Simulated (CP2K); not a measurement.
Worked example: self-consistent single point of InP (F-43m, 2 atoms in the cell) in CP2K.

Method of the run: PBE, GPW, DZVP-MOLOPT-SR-GTH basis, GTH-PBE potentials (GTH_POTENTIALS) (CP2K).

```yaml
crystal:
  lattice:
    - [4.25780, 0.00000, 0.00000]
    - [2.12890, 3.68736, 0.00000]
    - [2.12890, 1.22912, 3.47648]
  atoms:
    - { symbol: In, position: [0.00000, 0.00000, 0.00000] }
    - { symbol: P, position: [0.25000, 0.25000, 0.25000] }
```

Reference input (self-consistent single point, DFT PBE, GPW, DZVP-MOLOPT-SR-GTH basis, GTH-PBE potentials (GTH_POTENTIALS)): CUTOFF = 500 Ry; REL_CUTOFF = 50 Ry; SMEAR/METHOD = FERMI_DIRAC; ELECTRONIC_TEMPERATURE = 116.05 K; KPOINTS/SCHEME = MONKHORST-PACK 5 5 5; XC_FUNCTIONAL = PBE; In/BASIS_SET = DZVP-MOLOPT-SR-GTH; In/POTENTIAL = GTH-PBE-q13; P/BASIS_SET = DZVP-MOLOPT-SR-GTH; P/POTENTIAL = GTH-PBE-q5; METHOD = GPW; EPS_DEFAULT = 1e-10. This run's input differs from it in these lines:

```diff
@@ -40,3 +40,3 @@
     &KPOINTS
-      SCHEME MONKHORST-PACK 5 5 5
+      SCHEME MONKHORST-PACK 7 7 7
     &END KPOINTS
```

Log, with long lists cut:

```
 SCF WAVEFUNCTION OPTIMIZATION

  Step     Update method      Time    Convergence         Total energy    Change
     1 NoMix/Diag. 0.30E+00      -     1.38151642       -62.9633526037 -6.30E+01
     2 Broy./Diag. 0.30E+00      -     0.06577371       -62.8895987968  7.38E-02
     3 Broy./Diag. 0.30E+00      -     0.13109365       -62.8976957972 -8.10E-03
     4 Broy./Diag. 0.30E+00      -     0.00701254       -62.9188786846 -2.12E-02
     5 Broy./Diag. 0.30E+00      -     0.00176726       -62.9209198979 -2.04E-03
     6 Broy./Diag. 0.30E+00      -     0.00133980       -62.9170030428  3.92E-03
   [... 4 lines left out ...]
    11 Broy./Diag. 0.30E+00      -     0.00000238       -62.9227234706  5.43E-05
    12 Broy./Diag. 0.30E+00      -     0.00000218       -62.9227205063  2.96E-06
    13 Broy./Diag. 0.30E+00      -     0.00000153       -62.9227174601  3.05E-06
    14 Broy./Diag. 0.30E+00      -     0.00000027       -62.9227154743  1.99E-06
  *** SCF run converged in    14 steps ***

  Overlap energy of the core charge distribution:               0.00000000002756
  Self energy of the core charge distribution:               -106.35184076003340
  Core Hamiltonian energy:                                     31.62254652220772
  Hartree energy:                                              20.91115373852198
  Exchange-correlation energy:                                 -9.10457497438789
  Electronic entropic energy:                                  -0.00000000067439
  Fermi energy:                                                 0.15163829732859

  Total energy:                                               -62.92271547433842
  Total energy (extrapolated to T->0):                        -62.92271547400122

   [... lines left out ...]

 STRESS| Analytical stress tensor [bar]
 STRESS|                        x                   y                   z
 STRESS|      x       -1.36540257782E+04   1.19442306752E-02   8.44587602702E-03
 STRESS|      y        1.19442306752E-02  -1.36539458660E+04  -8.91695272820E-02
 STRESS|      z        8.44587602702E-03  -8.91695272820E-02  -1.36538826629E+04
 STRESS| 1/3 Trace                                            -1.36539514357E+04
```

The run converged in 14 iterations. Against the reference run the free energy falls by 15.4 meV/atom, the pressure moves little (-1.36 to -1.37 GPa) and the gap on the mesh moves little (0.231 to 0.237 eV).

The starting cell comes from a database of computed structures (which also holds hypothetical and non-ambient phases and stackings), without a prior relaxation at this level. Its lattice was rescaled by a random factor within 2.5 % of one. Values carry the incompleteness of an atom-centred basis.

Cost on one core of a shared machine: roughly 40 s.
